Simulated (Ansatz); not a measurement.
Output of an Ansatz run (abridged):

```
WARN ansatz: RAYON_NUM_THREADS=1 ignored (pool sized by the plan → 1); use --threads N
Pseudopotentials: kind: paw
Pseudopotential: C, paw, valence charge 4
Crystal: 2 atoms, lattice volume = 18.141 Å³
Basis set: ecut = 420.4159175005146 eV, 359 PW (Γ)
Bands: 8, of which v1, the nominal top of the filled ones, is band 4 counted from 1 (3 counted from 0)
Symmetry: 4 space group operations
Space group: C2/m (ITA 12), of the structure as read, at distance tolerance 2.6e-5 Å
k-points: 277 of 1008
PAW frozen core: C, regenerated for the run's functional, and the local potential with it
Initial density: superposition of atomic densities (neutral atoms: chi_scale 0, normalization atom), corrected by the library's trained network
Initial wavefunctions: pseudopotential atomic-orbital guess
Eigensolver: davidson
Functional: x = slater, c = lda
SCF iter   1: F=—  HF=-485.962451 eV  |F-HF|=—  |Δ(HF+E_count)|=         —  Δρ=5.90e-3  dr2=1.98e-3  ethr=1.77e-3  ⟨swp⟩=4.0  Hψ=14314  notcnv=0
all-band conjugate gradients solve this SCF's bands
preconditioner: auto → none
SCF iter   2: F=—  HF=-485.962384 eV  |F-HF|=—  |Δ(HF+E_count)|=   6.71e-5  Δρ=2.83e-3  dr2=4.63e-4  ethr=2.47e-5  ⟨swp⟩=1.8  Hψ=4817  notcnv=0
SCF iter   3: F=—  HF=-485.962291 eV  |F-HF|=—  |Δ(HF+E_count)|=   9.27e-5  Δρ=1.82e-4  dr2=6.86e-6  ethr=5.79e-6  ⟨swp⟩=1.2  Hψ=2361  notcnv=0
SCF iter   4: F=—  HF=-485.962289 eV  |F-HF|=—  |Δ(HF+E_count)|=   2.70e-6  Δρ=5.84e-5  dr2=6.26e-7  ethr=8.57e-8  ⟨swp⟩=2.3  Hψ=3310  notcnv=0
iter 5 did not close the SCF: its close was put off for the readings that it lacked (scf_convergence_deferred on its scf_iter line)
SCF iter   5: F=-485.962288 eV  HF=-485.962288 eV  |F-HF|=1.57e-9  |Δ(HF+E_count)|=   2.64e-7  Δρ=6.05e-6  dr2=4.32e-9  ethr=7.83e-9  ⟨swp⟩=2.7  Hψ=3348  notcnv=0
SCF iter   6: F=-485.962288 eV  HF=-485.962288 eV  |F-HF|=3.15e-11  |Δ(HF+E_count)|=  9.15e-10  Δρ=8.00e-7  dr2=7.15e-11  ethr=5.40e-11  ⟨swp⟩=1.9  Hψ=7157  notcnv=0
SCF 1 converged in 6 iterations: F = -485.962288 eV  dr2 = 7.15e-11
SCF converged after 6 iterations
Free energy (F): -485.962288 eV
Harris-Foulkes:  -485.962288 eV  (|F-HF|=3.15e-11)
Internal energy: -485.961005 eV  (E = F + TS)
E sigma→0 (E₀):  -485.961647 eV
Entropy (-TS):   -0.001283 eV (-0.642 meV/atom)
Fermi energy:    6.398156 eV
--- Per-component energies (eV) ---
  E_band       = -21.772112
  E_kinetic    = 182.680660
  E_local      = -331.689209  (includes V_loc(G=0)·N_el)
  E_nonlocal   = 57.061023
  E_hartree    = 102.011334
  E_xc         = -95.214623
  E_vxc        = -118.384011  (∫ρ·V_xc dr)
  E_paw        = -183.890580  (= ΣΔE_a)
  E_vpaw       = -15.463390  (= ΣTr[D̂ρ^β])
  E_aug_tail   = 0.000019  (compensation charges beyond the density's cutoff)
  E_ewald      = -217.045293
  E_core_change = 0.125665  (= ΣΔE_core)
  E_smearing   = -0.001283  (= −TS)
  E_closure    = -0.000000  (closes the sum)
  Σ components = -485.962288   (vs F -485.962288, Δ=0.00e0)
--- Forces (eV/Å), atoms counted from 1 ---
  atom   1  C      0.00059463    -0.00000000     0.00851541
  atom   2  C     -0.00059463     0.00000000    -0.00851541
  max |Σ_I F_I| component: 0.00e0 eV/Å
--- Stress (GPa, compression-positive) ---
       -1.917750      -0.000000      -0.033032
       -0.000000      -1.991978       0.000000
       -0.033032       0.000000      -1.136200
  P = ⅓ Tr σ = -1.6820 GPa (-16.820 kbar)
  The stress holds the Pulay correction. Without it, at fixed plane waves, as pw.x and ABINIT print it: P = -2.3629 GPa
--- Band table (eV; the first three rows and the last of 277) ---
  k-point 0: bands = ["-13.1553", "-0.4912", "3.4053", "3.4074", "9.8998", "14.8530", "14.8571", "17.8958"]
  k-point 1: bands = ["-13.1133", "-0.8578", "3.4034", "3.4051", "10.7503", "14.8481", "14.8504", "17.9214"]
  k-point 2: bands = ["-13.0161", "-1.5790", "3.3999", "3.4006", "12.8453", "14.8349", "14.8358", "17.9882"]
  k-point 276: bands = ["-7.7131", "-6.8859", "-0.0304", "4.2327", "8.2944", "14.2163", "17.4885", "18.7428"]
```

The structure:

```xyz
2
Lattice="2.1209 -1.2246 0.0000 2.1209 1.2246 0.0000 -1.3749 0.0000 3.4923" Properties=species:S:1:pos:R:3 pbc="T T T"
C      3.5349     0.0000     0.0003
C     -0.6679     0.0000     3.4920
```

Problem. Reconstruct the input of this run.

Solution. Other spellings and defaults could give the same log, and not every line can be read from it. The input that was run (DFT, LDA (PW92), plane waves, default PAW files made with PBE):

Ansatz 0.2 input:
```yaml
crystal:
  lattice:
    - [2.120938, -1.224595, 0.000000]
    - [2.120938, 1.224595, 0.000000]
    - [-1.374932, 0.000000, 3.492326]
  atoms:
    - { symbol: C, position: [0.833360, 0.833360, 0.000090] }
    - { symbol: C, position: [0.166640, 0.166640, 0.999910] }
basis:
  ecutwfc: 30.9 Ry
kpoints:
  mp_grid: { grid: [12, 12, 7] }
hamiltonian:
  xc: lda
  pseudopotentials: { kind: paw }
scf:
  occupations: { method: fermi_dirac, width: 0.0073 Ry }
output:
  forces: true
  eigenvalues: true
  stress: true
```

The starting cell comes from a database of computed structures (which also holds hypothetical and non-ambient phases and stackings), without a prior relaxation at this level. Its lattice was rescaled by up to half a per cent. Ansatz's pressure includes its estimate of the finite-basis (Pulay) stress. Without the estimate this run gives -2.36 GPa.

Ansatz is a quantum-chemistry and plane-wave program.
